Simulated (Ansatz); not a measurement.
# Amorphous Hf₁₈O₃₅

A CHGNet melt-quench gave the starting glass, which DFT then relaxed. O atoms were pushed apart under 1.9 Å during the dynamics, to hinder bonds among them. The hot cell started wider than the set density and was brought back towards it in steps. It is the lowest in DFT energy of 2 quenches. It is a model cell: composition and starting density were chosen by hand, and all elements were melted together. No dispersion term was used. Cycles of charging and discharging annealed it further.

Methods: PBE, scalar-relativistic without spin-orbit coupling (Ansatz, a program for electronic structure); r2SCAN, scalar-relativistic without spin-orbit coupling (Ansatz); HSE06, scalar-relativistic without spin-orbit coupling (Ansatz). Geometry, pressure, stress and energy are those of the PBE run. Its sampling: a 2×2×2 Γ-centred mesh; Fermi-Dirac width 0.02 eV; no spin polarisation. Other functionals are single points at the zone centre (r2SCAN at 500 eV; exact exchange cut at the cell's faces), free to take moments where seeds were set. The usual formal charges leave 2 electrons over, so the level spacing at the Fermi energy parts defect or band states and needn't be the band gap.

```yaml
number_of_atoms_in_the_cell: 53
Density (held, not predicted): 9.13 g/cm³
volume_per_atom: 12.94 Å³
Pressure on a 2×2×2 Γ-centred mesh: -5.13 GPa
Largest force and stress component on that mesh (the relaxation ran on the zone centre alone): 0.23 eV/Å and 7.7 GPa
Energy relative to HfO2 (P2_1/c) + hcp Hf (lowest mix at this level among the phases computed, not always the ambient ones): 0.216 eV/atom
Level spacing at the Fermi energy on a 2×2×2 Γ-centred mesh (PBE): 0.64 eV
Level spacing at the Fermi energy at the zone centre (PBE): 0.91 eV
Level spacing at the Fermi energy at the zone centre (r2SCAN): 1.05 eV
Level spacing at the Fermi energy at the zone centre (HSE06): 1.52 eV
```

Neighbours within Hf-Hf 3.34 Å, Hf-O 2.80 Å, O-O 1.58 Å count as bonded. Two cations that share two anions don't count as bonded, nor two that share one unless they lie closer than Hf-Hf 3.25 Å.

| Quantity | Result |
|---|---|
| Mean coordination of Hf by anions | 6.72 (6 with 6, 11 with 7, 1 with 8) |
| Mean coordination of O | 3.46 (1 with 2, 18 with 3, 15 with 4, 1 with 5) |
| Mean Hf-O bond | 2.202 Å (spread 0.141 Å, 121 counted) |
| Bond angle at Hf | mean 101.2°, spread 29.7° |

Its density started from a set value of 9.13 g/cm³. The simulated quench (nominally 450 K/ps over its main leg) is rapid and tends to freeze in more defects than a deposited or slowly cooled glass has. A cell of this size samples the disorder only roughly. The volume was held where the preparation left it, at a PBE pressure of -5.1 GPa (tension). Stress components on the final sampling reach 7.7 GPa. On a 2×2×2 Γ-centred mesh force components of up to 0.23 eV/Å stay, since the relaxation ran on the zone centre alone. Cycles of charging lowered its energy after that relaxation.
